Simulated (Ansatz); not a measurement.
The starting structures come from a database of crystals and need not be the phases stable at ambient conditions.

 Where the default PAW files enter, the runs use the earlier of Ansatz's two default sets.

Evanescent states of WO3 (P4/ncc, not sure to be the ambient phase, 16 atoms a cell, 13.5 Å³ an atom, -2 GPa at this level) along the normal of (111)

Calculation: PBEsol (plane waves, PAW; Ansatz, a program for electronic structure).

The gap is the functional's own, uncorrected, and κ follows it; spin-orbit coupling is left out. Mid-gap values are interpolated between the computed energies.

Energies count from the valence-band top; κ is the least over a 6×4 mesh across the current.

```csv
E (eV),κ (1/Å),where
0.04,0.125,off Γ
0.10,0.150,Γ
0.17,0.156,Γ
0.24,0.159,Γ
0.32,(withheld),Γ
0.39,0.159,Γ
0.46,0.156,Γ
0.53,(withheld),Γ
0.59,(withheld),Γ
0.67,(withheld),Γ
0.73,(withheld),Γ
0.81,(withheld),Γ
0.88,0.107,Γ
0.94,0.091,off Γ
1.01,0.069,off Γ
1.08,0.030,Γ
```

Task: Complete the blanks.

Result: 
- 0.32, κ (1/Å): 0.160
- 0.53, κ (1/Å): 0.151
- 0.59, κ (1/Å): 0.145
- 0.67, κ (1/Å): 0.138
- 0.73, κ (1/Å): 0.130
- 0.81, κ (1/Å): 0.119
